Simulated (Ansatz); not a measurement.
The reference is HgF2 in the fluorite structure (space group Fm-3m, No. 225; a = 5.539 Å).

The values are results of Ansatz (an electronic-structure program), PBEsol, PAW, cutoff 420 eV, no spin-orbit coupling, not measurements.

Strains are applied to the cell and any free atomic positions relax.

One change was made to it. Results:

| quantity | base | after |
|---|---|---|
| energy relative to the base (free energy F) | 0 meV/atom | +23 meV/atom |
| pressure | 0.1 kbar | -62.2 kbar |
| width of the top valence band | 0.27 eV | 0.17 eV |

Which of these changes matches the shifts?
A) isotropic strain +2.50 %
B) isotropic strain +0.50 %
C) isotropic strain +2.00 %

A, isotropic strain +2.50 %. For comparison, the energy relative to the base in the other runs: isotropic strain +2.00 % gives +15 meV/atom; isotropic strain +0.50 % gives +1.0 meV/atom.

With Hg present, leaving out spin-orbit coupling can change the band edges. The levels and masses belong to the bands next to the band gap. Stability against distortions was not tested.
